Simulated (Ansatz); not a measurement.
This concerns the formation energy of 2 Cu_Al in Al (fcc, Fm-3m). Reaction: 18 Al (fcc) + 2 Al2Cu (I4/mcm) → cell A.

Cell A: a supercell of 24 sites of Al (fcc, Fm-3m) with two times Cu on an Al site (8 Al at 2.64 Å and 4 Cu at 2.86 Å); the closest two of these centres are 2.9 Å apart; spin state with PBE: run without spin, k-point mesh 11×11×2.
```xyz
24
Lattice="4.0411 0.0000 0.0000 0.0000 4.0411 0.0000 0.0000 0.0000 24.2467" Properties=species:S:1:pos:R:3 pbc="T T T"
Al     0.0000     0.0000     0.1078
Al     0.0000     2.0206     2.1687
Al     2.0206     0.0000     2.1687
Al     2.0206     2.0206     0.1078
Al     0.0000     0.0000     4.2562
Al     0.0000     2.0206     6.3768
Al     2.0206     0.0000     6.3768
Al     2.0206     2.0206     4.2562
Cu     0.0000     0.0000     8.0822
Al     0.0000     2.0206     9.7876
Al     2.0206     0.0000     9.7876
Cu     2.0206     2.0206     8.0822
Al     0.0000     0.0000    11.9083
Al     0.0000     2.0206    13.9958
Al     2.0206     0.0000    13.9958
Al     2.0206     2.0206    11.9083
Al     0.0000     0.0000    16.0566
Al     0.0000     2.0206    18.1264
Al     2.0206     0.0000    18.1264
Al     2.0206     2.0206    16.0566
Al     0.0000     0.0000    20.2056
Al     0.0000     2.0206    22.2847
Al     2.0206     0.0000    22.2847
Al     2.0206     2.0206    20.2056
```

Reference: Al (fcc, Fm-3m), 24 atoms in the cell, a perfect crystal on lattice vectors that match the other cells', k-point mesh 11×11×2 on the run's own vectors.

Reference: Al2Cu (I4/mcm), 6 atoms in the cell; spin state with PBE: run without spin, k-point mesh 12×12×12 on the run's own vectors. Conventional cell: a = 6.0604 Å, b = 6.0604 Å, c = 4.8732 Å, α = 90.00°, β = 90.00°, γ = 90.00°.

Plane-wave PAW calculations with Ansatz (an electronic-structure program), its default PAW set, cutoff 420 eV. The structures are at rest with PBE, within the held lattices. Neutral cells; Fermi-Dirac smearing of at most 0.10 eV in the solids, energies taken to zero width. Larger cells are relaxed from a start prepared with the learned potential CHGNet till forces fall under 0.03 eV/Å, which some starts already meet. A dispersion term (D3(BJ), or D4 for r2SCAN) was computed beside these levels and is taken off wherever the name lacks it. Static lattices, no vibrational contributions. Cells are local rest points, mostly with their start's symmetry. Values are for these cell sizes. The cell is small for its defects, so this is an ordered compound on the host's lattice rather than an isolated defect. Cell A has symmetry P4/mmm and got no random move, so less symmetric positions, which may lie lower, weren't tried.

Question: Give the value at the level PBE.

Answer: 0.40 eV, for 18 Al (fcc) + 2 Al2Cu (I4/mcm) → cell A.
